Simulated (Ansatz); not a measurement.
**SiO2: carrier doping**

Consider SiO$_{2}$ in the rutile structure (space group P4_2/mnm, No. 136; a = 4.236 Å, c = 2.690 Å).

Carriers are added at fixed cell with a uniform background; the Fermi–Dirac width is that of 300 K.

The values are results of PBE/PAW in Ansatz (a first-principles code), spin-orbit coupling left out, earlier PAW set, not measurements.

Notes on the quantities. Fermi level from band edge: Fermi level relative to the doped band's edge (positive inside the band; to 0.05 eV).

```csv
change,Fermi level from band edge,gap between the host's bands
undoped,–,5.05 eV
electrons 3.0×10^21 cm⁻³,+1.25 eV,5.02 eV
electrons 5.0×10^21 cm⁻³,+1.60 eV,5.00 eV
electrons 1.0×10^22 cm⁻³,+1.95 eV,4.94 eV
electrons 2.0×10^22 cm⁻³,?,?
holes 3.0×10^21 cm⁻³,+0.45 eV,5.11 eV
holes 5.0×10^21 cm⁻³,+0.60 eV,5.15 eV
holes 1.0×10^22 cm⁻³,+0.85 eV,5.25 eV
holes 2.0×10^22 cm⁻³,+1.00 eV,5.45 eV
```

**Question.** Fill in the withheld entries from the trend.

**Answer.** 
- electrons 2.0×10^22 cm⁻³, Fermi level from band edge: +2.35 eV
- electrons 2.0×10^22 cm⁻³, gap between the host's bands: 4.63 eV

Carriers are added with a uniform compensating background; total energy and stress of such cells depend on the potential's zero and are not compared; many-body gap narrowing is missing at this level. Whether these cells are dynamically stable was not tested.
